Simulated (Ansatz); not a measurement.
Functionals compared on a constructed model of the (111)B surface of 3C silicon carbide, C-terminated, (√3x√3)R30° In adatom at T4 (bottom of the slab: 3 H on 3 bottom sites), in Ansatz (plane waves, PAW). The structure was relaxed with PBE; the other rows are single points on it. Cutoff 420 eV (500 eV for r2SCAN).

Slab: 28 atoms, 11.7 Å thick at the start with caps and adatoms (thin: gaps and levels are the slab's own); k 6x6x1, smearing 0.025 eV, dipole-corrected; 6 atoms held, the rest relaxed; start symmetry kept, larger cells not searched; no spin, no spin-orbit, no U. In PBE it lies 0.12 eV a 1x1 cell over the lowest computed structure of the same composition ((√3x√3)R30° In adatom at H3). These notes are the PBE run's.

```
functional  gap of the slab on its k-mesh (eV)  highest filled level below the top vacuum level (eV)  rough cost of the single point
----------  ----------------------------------  ----------------------------------------------------  ------------------------------
PBE                                       0.51                                                  4.12                               –
r2SCAN                                     [?]                                                   [?]    very roughly 60 core-seconds
```

Task: Some entries are withheld; supply them.

Result: 
- r2SCAN, gap of the slab on its k-mesh (eV): 0.61
- r2SCAN, highest filled level below the top vacuum level (eV): 4.29

Ansatz is an electronic-structure program.
